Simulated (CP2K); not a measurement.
CP2K run on LaGePd (C2/m, 6 atoms in the cell): self-consistent single point.

Level of theory: CP2K with PBEsol, GPW, DZVP-MOLOPT-SR-GTH basis, GTH-PBE potentials (GTH_POTENTIALS).

The change in words: lattice scaled by 0.98. Reference geometry:
```xyz
6
Lattice="5.7469 0.0000 0.0000 3.9308 4.1924 0.0000 -4.8368 -2.0953 5.5782" Properties=species:S:1:pos:R:3 pbc="T T T"
La     1.0997     0.4764     3.9383
La     3.7413     1.6207     1.6399
Ge     1.0201     0.4419     0.6177
Ge     3.8209     1.6552     4.9605
Pd     6.5362     2.8315     1.5513
Pd    -1.6952    -0.7344     4.0268
```

Reference input (self-consistent single point, DFT PBEsol, GPW, DZVP-MOLOPT-SR-GTH basis, GTH-PBE potentials (GTH_POTENTIALS)): CUTOFF = 500 Ry; REL_CUTOFF = 50 Ry; SMEAR/METHOD = GAUSSIAN; SIGMA = 0.136 eV; KPOINTS/SCHEME = MONKHORST-PACK 5 5 3; XC_FUNCTIONAL = PBE:PBESOL; La/BASIS_SET = DZVP-MOLOPT-SR-GTH; La/POTENTIAL = GTH-PBE-q11; Ge/BASIS_SET = DZVP-MOLOPT-SR-GTH; Ge/POTENTIAL = GTH-PBE-q4; Pd/BASIS_SET = DZVP-MOLOPT-SR-GTH; Pd/POTENTIAL = GTH-PBE-q18. This run's input differs from it in these lines:

```diff
@@ -66,4 +66,4 @@
     &CELL
-      ABC 5.74694700 5.74694675 7.67467081
-      ALPHA_BETA_GAMMA 129.06668385 129.06668215 46.84426545
+      ABC 5.63200800 5.63200780 7.52117654
+      ALPHA_BETA_GAMMA 129.06668256 129.06668060 46.84426027
       PERIODIC XYZ
```

Log, with long lists cut:

```
 SCF WAVEFUNCTION OPTIMIZATION

  Step     Update method      Time    Convergence         Total energy    Change
     1 NoMix/Diag. 0.30E+00      -     1.16859304      -327.0664522561 -3.27E+02
     2 Broy./Diag. 0.30E+00      -     0.86933480      -337.0595464599 -9.99E+00
     3 Broy./Diag. 0.30E+00      -     0.14542118      -318.7342499549  1.83E+01
     4 Broy./Diag. 0.30E+00      -     0.10880483      -323.6505066537 -4.92E+00
     5 Broy./Diag. 0.30E+00      -     0.02093068      -325.9808707209 -2.33E+00
     6 Broy./Diag. 0.30E+00      -     0.00456368      -325.3979866862  5.83E-01
   [... 4 lines left out ...]
    11 Broy./Diag. 0.30E+00      -     0.00002414      -325.5040033002 -3.86E-03
    12 Broy./Diag. 0.30E+00      -     0.00000643      -325.5043811716 -3.78E-04
    13 Broy./Diag. 0.30E+00      -     0.00000125      -325.5043109312  7.02E-05
    14 Broy./Diag. 0.30E+00      -     0.00000037      -325.5043108378  9.34E-08
  *** SCF run converged in    14 steps ***

  Overlap energy of the core charge distribution:               0.00000000246659
  Self energy of the core charge distribution:               -590.16586289866723
  Core Hamiltonian energy:                                    134.66234802367919
  Hartree energy:                                             166.10069846651353
  Exchange-correlation energy:                                -36.10050833106737
  Smearing free energy correction:                             -0.00098610107802
  Fermi energy:                                                 0.39786757455865

  Total energy:                                              -325.50431083775317
  Total energy (extrapolated to sigma->0):                   -325.50381778721413

                     Mulliken Population Analysis

   [... lines left out ...]

 STRESS| Analytical stress tensor [bar]
 STRESS|                        x                   y                   z
 STRESS|      x        5.10883155747E+04  -1.48869777320E+03   6.32803887153E+03
 STRESS|      y       -1.48869777320E+03   5.38800638479E+04   2.74136756641E+03
 STRESS|      z        6.32803887153E+03   2.74136756641E+03   4.36664234292E+04
 STRESS| 1/3 Trace                                             4.95449342839E+04
```

The run converged in 14 iterations. Against the reference run the free energy rises by 13.7 meV/atom, the pressure goes from -1.29 to 4.95 GPa and the largest force goes from 0.175 to 0.317 eV/Å.

The starting cell comes from a database of computed structures (which also holds hypothetical and non-ambient phases and stackings), without a prior relaxation at this level. For this run, on top of that: lattice scaled by 0.98. Spin polarisation is off. Values carry the incompleteness of an atom-centred basis. The potentials were made for another functional than the one used. With a pressure of about 5 GPa the cell is away from its equilibrium volume at this level.

Cost on one core of a shared machine: roughly 2 min.
